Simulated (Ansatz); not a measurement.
**Ir, response to strain**

The parent structure is Ir in the fcc (Cu type) structure (space group Fm-3m, No. 225; a = 3.8311 Å; relaxed with 0.1 eV smearing). Axes: x, y, z lie along the cube axes.

Strains are applied to the cell and any free atomic positions relax; under biaxial strain the out-of-plane vector relaxes too.

Method: plane-wave PAW DFT at the PBEsol level (Ansatz, a quantum-chemistry and plane-wave program, 420 eV), spin-orbit coupling left out.

```json
[
 {"biaxial strain, plane normal [111], relaxed out of plane (%)": "0", "out-of-plane strain (%)": "0.00"},
 {"biaxial strain, plane normal [111], relaxed out of plane (%)": "0.42", "out-of-plane strain (%)": "?"},
 {"biaxial strain, plane normal [111], relaxed out of plane (%)": "0.83", "out-of-plane strain (%)": "-0.42"},
 {"biaxial strain, plane normal [111], relaxed out of plane (%)": "1.25", "out-of-plane strain (%)": "-0.63"},
 {"biaxial strain, plane normal [111], relaxed out of plane (%)": "1.67", "out-of-plane strain (%)": "-0.85"},
 {"biaxial strain, plane normal [111], relaxed out of plane (%)": "2.08", "out-of-plane strain (%)": "-1.05"},
 {"biaxial strain, plane normal [111], relaxed out of plane (%)": "2.5", "out-of-plane strain (%)": "-1.26"}
]
```

Fit ε⊥ = −νε + γε² (strains in %) to the rows shown and predict the withheld row.

Least squares on the printed values gives ν = 0.51 (the biaxial Poisson response) and γ = 0.002 (largest residual 0.01 %); this predicts -0.21 %, and the run gives -0.21 %, in agreement.

Stability against distortions was not tested. All final runs are without spin polarisation.
